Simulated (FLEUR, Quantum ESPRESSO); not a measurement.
A FLEUR input for a self-consistent single point of AgAu (R-3m, 2 atoms in the cell) (DFT, PBEsol, all-electron FLAPW (FLEUR), scalar-relativistic valence):

Input of the input generator:

```
AgAu crystal
&input film=f /
2.6977047786 1.5575200768 8.7554583832
-2.6977047786 1.5575200768 8.7554583832
-0.0000000000 -3.1150416635 8.7554581146
1.0
1.0 1.0 1.0

2
47 0.0000000000 0.0000000000 0.0000000000
79 0.5000000000 0.5000000000 0.5000000000

&comp jspins=1 /
&exco xctyp='PBEs' /
&kpt div1=9 div2=9 div3=9 /
&end /
```

```xml
<?xml version="1.0" encoding="UTF-8" standalone="no"?>
<fleurInput fleurInputVersion="0.39">
   <comment>
      AgAu crystal                                                                                        
   </comment>
   <calculationSetup>
      <cutoffs Kmax="4.0" Gmax="14.0" GmaxXC="14.0" numbands="0"/>
      <scfLoop itmax="60" minDistance="0.00001" maxIterBroyd="15" imix="Anderson" alpha="0.05" precondParam="0.0" spinf="2.0"/>
      <coreElectrons ctail="T" frcor="F" kcrel="0" coretail_lmax="0"/>
      <xcFunctional name="PBEs" relativisticCorrections="F"/>
      <magnetism jspins="1"/>
      <soc l_soc="F" theta="0.0" phi="0.0" spav="F"/>
      <expertModes spex="0" secvar="F"/>
      <geometryOptimization l_f="T" forcealpha="1.0" forcemix="BFGS" epsdisp="0.00001" epsforce="0.00001"/>
      <ldaU l_linMix="F" mixParam="0.05" spinf="1.0"/>
   </calculationSetup>
   <cell>
      <bzIntegration valenceElectrons="34.0" mode="hist" fermiSmearingEnergy="0.00367493">
         <kPointListSelection listName="default-1"/>
         <!-- k-points included here -->
         <xi:include xmlns:xi="http://www.w3.org/2001/XInclude" href="kpts.xml"> </xi:include>
      </bzIntegration>
      <!-- symmetry operations included here -->
      <xi:include xmlns:xi="http://www.w3.org/2001/XInclude" href="sym.xml"> </xi:include>
      <bulkLattice scale="1.0">
         <bravaisMatrix>
            <row-1>    2.6977047785999999     1.5575200767999999     8.7554583832000006</row-1>
            <row-2>   -2.6977047785999999     1.5575200767999999     8.7554583832000006</row-2>
            <row-3>    0.0000000000000000    -3.1150416635000000     8.7554581145999997</row-3>
         </bravaisMatrix>
      </bulkLattice>
   </cell>
   <atomSpecies>
      <species name="Silver (Ag)" element="Ag" atomicNumber="47">
         <mtSphere radius="2.51" gridPoints="867" logIncrement="0.015"/>
         <atomicCutoffs lmax="10" lnonsphr="8"/>
         <electronConfig flipSpins="F">
            <coreConfig>(1s1/2) (2s1/2) (2p1/2) (2p3/2) (3s1/2) (3p1/2) (3p3/2) (4s1/2) (3d3/2) (3d5/2)</coreConfig>
            <valenceConfig>(4p1/2) (4p3/2) (5s1/2) (4d3/2) (4d5/2)</valenceConfig>
            <stateOccupation state="(5s1/2)" spinUp="0.5" spinDown="0.5"/>
         </electronConfig>
         <energyParameters s="5" p="5" d="4" f="4"/>
         <lo type="SCLO" l="1" n="4" eDeriv="0"/>
         <lo type="HELO" l="2" n="5" eDeriv="0"/>
      </species>
      <species name="Gold (Au)" element="Au" atomicNumber="79">
         <mtSphere radius="2.51" gridPoints="867" logIncrement="0.015"/>
         <atomicCutoffs lmax="10" lnonsphr="8"/>
         <electronConfig flipSpins="F">
            <coreConfig>(1s1/2) (2s1/2) (2p1/2) (2p3/2) (3s1/2) (3p1/2) (3p3/2) (4s1/2) (3d3/2) (3d5/2) (4p1/2) (4p3/2) (5s1/2) (4d3/2) (4d5/2) (4f5/2) (4f7/2)</coreConfig>
            <valenceConfig>(5p1/2) (5p3/2) (6s1/2) (5d3/2) (5d5/2)</valenceConfig>
            <stateOccupation state="(6s1/2)" spinUp="0.5" spinDown="0.5"/>
         </electronConfig>
         <energyParameters s="6" p="6" d="5" f="5"/>
         <lo type="SCLO" l="1" n="5" eDeriv="0"/>
         <lo type="HELO" l="2" n="6" eDeriv="0"/>
      </species>
   </atomSpecies>
   <atomGroups>
      <atomGroup species="Silver (Ag)">
         <relPos label="                   1">.0000000000 .0000000000 .0000000000</relPos>
         <force calculate="T" relaxXYZ="TTT"/>
      </atomGroup>
      <atomGroup species="Gold (Au)">
         <relPos label="                   2">1.000/2.000 1.000/2.000 1.000/2.000</relPos>
         <force calculate="T" relaxXYZ="TTT"/>
      </atomGroup>
   </atomGroups>
   <output dos="F" band="F" slice="F">
      <checks vchk="F" cdinf="F"/>
      <bandDOS minEnergy="-.5*Htr" maxEnergy="0.5*Htr" sigma="0.015" storeEVData="T"/>
      <vacuumDOS vacdos="F" integ="F" star="F" nstars="0" locx1="0.0" locy1="0.0" locx2="0.0" locy2="0.0" nstm="0" tworkf="0.0"/>
      <unfoldingBand unfoldBand="F" supercellX="1" supercellY="1" supercellZ="1"/>
      <plotting iplot="0" polar="F">
         <plot TwoD="T" vec1="  1.0  0.0  0.0" vec2="  0.0  1.0  0.0" vec3="  0.0  0.0  1.0" zero="  0.0  0.0  0.0" file="plot"/>
      </plotting>
      <chargeDensitySlicing numkpt="0" minEigenval="0.0" maxEigenval="0.0" nnne="0" pallst="F"/>
      <specialOutput eonly="F"/>
      <magneticCircularDichroism mcd="F" energyLo="-10.0" energyUp="0.0"/>
   </output>
  <!-- We include the file relax.xml here to enable relaxations (see documentation) -->
  <xi:include xmlns:xi="http://www.w3.org/2001/XInclude" href="relax.xml"> <xi:fallback/> </xi:include>
</fleurInput>
```

Question: Write the same calculation as an input for Quantum ESPRESSO.

Answer: This is the input that was run; spellings and numerical settings could be chosen otherwise.

```fortran
&CONTROL
    calculation = 'scf'
    prefix = 'agau'
    outdir = './work'
    pseudo_dir = './'
    verbosity = 'high'
    tprnfor = .true.
    tstress = .true.
/
&SYSTEM
    ibrav = 0
    nat = 2
    ntyp = 2
    ecutwfc = 40
    ecutrho = 320
    occupations = 'smearing'
    smearing = 'fermi-dirac'
    degauss = 0.0073499
/
&ELECTRONS
    conv_thr = 1.0e-11
    mixing_beta = 0.4
/
ATOMIC_SPECIES
Ag   107.8682  ag_pbesol_v1.4.uspp.F.UPF
Au   196.9666  au_pbesol_v1.uspp.F.UPF
ATOMIC_POSITIONS {crystal}
Ag    0.0000000000    0.0000000000    0.0000000000
Au    0.5000000000    0.5000000000    0.5000000000
K_POINTS {automatic}
9 9 9  0 0 0
CELL_PARAMETERS {bohr}
   2.6977047786     1.5575205801     8.7554582936
  -2.6977047786     1.5575205801     8.7554582936
   0.0000000000    -3.1150411602     8.7554582936
```

Basis, cutoffs, solver keys and any potentials are the target program's own. This input uses DFT, PBEsol, plane waves, GBRV 1.5 ultrasoft (PBESOL) pseudopotentials.

The starting cell comes from a database of computed structures (which also holds hypothetical and non-ambient phases and stackings), without a prior relaxation at this level. Its lattice was rescaled by a random factor within 2.5 % of one.
